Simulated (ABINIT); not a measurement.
## A self-consistent single point of ZnSe (F-43m, 2 atoms in the cell) with ABINIT

Method: PBE, PAW (JTH v2.0 PBE PAW) (plane waves; ABINIT).

Input:

```
# ZnSe, JTH v2.0 PBE PAW
pp_dirpath "./"
pseudos "Zn.GGA_PBE-JTH.xml, Se.GGA_PBE-JTH.xml"
acell 7.5764703519 7.5764703519 7.5764703519
rprim
        -0.0000000000    0.7071067812    0.7071067812
         0.7071067812   -0.0000000000    0.7071067812
         0.7071067812    0.7071067812   -0.0000000000
natom 2
ntypat 2
znucl 30 34
typat 1 2
xred
         0.0000000000    0.0000000000    0.0000000000
         0.2500000000    0.2500000000    0.2500000000
ecut 30
pawecutdg 60
pawxcdev 0
occopt 3
tsmear 0.00036749
nband 14
kptopt 1
ngkpt 10 10 10
nshiftk 1
shiftk 0 0 0
nstep 80
tolvrs 1.0e-10
prtwf 0
prtden 0
enunit 2
```

Output, abridged:

```
 Symmetries : space group F-4 3 m (#216); Bravais cF (face-center cubic)

 -outvars: echo values of preprocessed input variables --------
            acell      7.5764703519E+00  7.5764703519E+00  7.5764703519E+00 Bohr
             ecut      3.00000000E+01 Hartree
           enunit           2
              ixc     -101130
         kptrlatt       10    0    0      0   10    0      0    0   10
          kptrlen      7.57647035E+01
            natom           2
            nband          14
            ngfft          40      40      40
          ngfftdg          54      54      54
             nkpt          47
            nstep          80
             nsym          24
           ntypat           2
           occopt           3
        pawecutdg      6.00000000E+01 Hartree
         pawxcdev           0
            rprim     -0.0000000000E+00  7.0710678120E-01  7.0710678120E-01
                       7.0710678120E-01 -0.0000000000E+00  7.0710678120E-01
                       7.0710678120E-01  7.0710678120E-01 -0.0000000000E+00
          spgroup         216
           tolvrs      1.00000000E-10
           tsmear      3.67490000E-04 Hartree
            typat      1  2
           useylm           1
             xred      0.0000000000E+00  0.0000000000E+00  0.0000000000E+00
                       2.5000000000E-01  2.5000000000E-01  2.5000000000E-01
            znucl       30.00000   34.00000

== DATASET  1 ==================================================================

 Real(R)+Recip(G) space primitive vectors, cartesian coordinates (Bohr,Bohr^-1):
 R(1)=  0.0000000  5.3573736  5.3573736  G(1)= -0.0933293  0.0933293  0.0933293
 R(2)=  5.3573736  0.0000000  5.3573736  G(2)=  0.0933293 -0.0933293  0.0933293
 R(3)=  5.3573736  5.3573736  0.0000000  G(3)=  0.0933293  0.0933293 -0.0933293
 Unit cell volume ucvol=  3.0752879E+02 bohr^3
 Angles (23,13,12)=  6.00000000E+01  6.00000000E+01  6.00000000E+01 degrees

 Coarse grid specifications (used for wave-functions):

 getcut: wavevector=  0.0000  0.0000  0.0000  ngfft=  40  40  40
         ecut(hartree)=     30.000   => boxcut(ratio)=   2.14125

 Fine grid specifications (used for densities):

 getcut: wavevector=  0.0000  0.0000  0.0000  ngfft=  54  54  54
         ecut(hartree)=     60.000   => boxcut(ratio)=   2.04473

   7.09926356E+02                                ecore*ucvol(ha*bohr**3)

_setup2: Arith. and geom. avg. npw (full set) are    2413.485    2413.471

--- !BeginCycle
solver: {iscf: 17, nstep: 80, nline: 4, wfoptalg: 10, }
tolerances: {tolvrs: 1.00E-10, }
...

     iter   Etot(hartree)      deltaE(h)  residm     nres2
 ETOT  1  -73.384526714626    -7.338E+01 7.311E+00 5.744E+00
 ETOT  2  -73.950867118962    -5.663E-01 5.928E-01 2.941E+00
 ETOT  3  -73.942536434470     8.331E-03 1.116E-01 7.744E-01
 ETOT  4  -73.942120144564     4.163E-04 5.762E-02 3.071E-01
 ETOT  5  -73.941809025688     3.111E-04 3.097E-02 3.390E-02
 ETOT  6  -73.942073882408    -2.649E-04 5.353E-03 2.197E-02
   [... 7 lines left out ...]
 ETOT 14  -73.942033856268    -3.343E-10 2.467E-05 2.956E-08
 ETOT 15  -73.942033856284    -1.627E-11 1.696E-05 4.354E-09
 ETOT 16  -73.942033856303    -1.882E-11 1.258E-05 3.503E-09
 ETOT 17  -73.942033856305    -2.586E-12 7.590E-06 6.284E-10
 ETOT 18  -73.942033856307    -1.393E-12 6.419E-06 6.133E-11

 At SCF step   18       nres2   =  6.13E-11 < tolvrs=  1.00E-10 =>converged.

 Cartesian components of stress tensor (hartree/bohr^3)
  sigma(1 1)= -6.82445249E-05  sigma(3 2)=  0.00000000E+00
  sigma(2 2)= -6.82445249E-05  sigma(3 1)=  0.00000000E+00
  sigma(3 3)= -6.82445249E-05  sigma(2 1)=  0.00000000E+00

 ----iterations are completed or convergence reached----

 reduced coordinates (array xred) for    2 atoms
       0.000000000000      0.000000000000      0.000000000000
       0.250000000000      0.250000000000      0.250000000000
 cartesian forces (eV/Angstrom) at end:
    1      0.00000000000000    -0.00000000000000     0.00000000000000
    2     -0.00000000000000     0.00000000000000    -0.00000000000000
 frms,max,avg= 1.0095707E-29 1.0095707E-29   0.000E+00  0.000E+00  0.000E+00 e/A
 length scales=  7.576470351900  7.576470351900  7.576470351900 bohr
              =  4.009295431783  4.009295431783  4.009295431783 angstroms
 Fermi (or HOMO) energy (hartree) =   0.12460   Average Vxc (hartree)=  -0.33689
 Eigenvalues (hartree) for nkpt=  47  k points:
 kpt#   1, nband= 14, wtk=  0.00100, kpt=  0.0000  0.0000  0.0000 (reduced coord)
  -0.39265   -0.14569   -0.14569   -0.14569   -0.13213   -0.13213    0.09436    0.09436
   0.09436    0.14167    0.30794    0.30794    0.30794    0.46133
      occupation numbers for kpt#   1
   2.00000    2.00000    2.00000    2.00000    2.00000    2.00000    2.00000    2.00000
   2.00000    0.00000    0.00000    0.00000    0.00000    0.00000
 prteigrs : prtvol=0 or 1, do not print more k-points.

 Fermi (or HOMO) energy (eV) =   3.39045   Average Vxc (eV)=  -9.16715
 Eigenvalues (   eV  ) for nkpt=  47  k points:
 kpt#   1, nband= 14, wtk=  0.00100, kpt=  0.0000  0.0000  0.0000 (reduced coord)
 -10.68467   -3.96431   -3.96431   -3.96431   -3.59535   -3.59535    2.56767    2.56767
   2.56767    3.85505    8.37938    8.37938    8.37938   12.55356
 prteigrs : prtvol=0 or 1, do not print more k-points.

--- !EnergyTerms
comment             : Components of total free energy in Hartree
kinetic             :  9.97741961791105E+00
hartree             :  2.21842362835985E+01
xc                  : -8.06005180463971E+00
Ewald energy        : -4.38999605820549E+01
psp_core            :  2.30848742385642E+00
local_psp           : -7.60479746420711E+01
spherical_terms     :  1.95958099382683E+01
internal            : -7.39420337651314E+01
'-kT*entropy'       :  2.82235908706744E-16
total_energy        : -7.39420337651314E+01
total_energy_eV     : -2.01206506417207E+03
...

-Cartesian components of stress tensor (GPa)         [Pressure=  2.0078E+00 GPa]
- sigma(1 1)= -2.00782290E+00  sigma(3 2)=  0.00000000E+00
- sigma(2 2)= -2.00782290E+00  sigma(3 1)=  0.00000000E+00
- sigma(3 3)= -2.00782290E+00  sigma(2 1)=  0.00000000E+00

 Calculation completed.
```

The run converged in 18 iterations.

The starting cell has typed, rounded lattice constants, without a prior relaxation at this level.

Cost on one core of a shared machine: roughly 70 s.
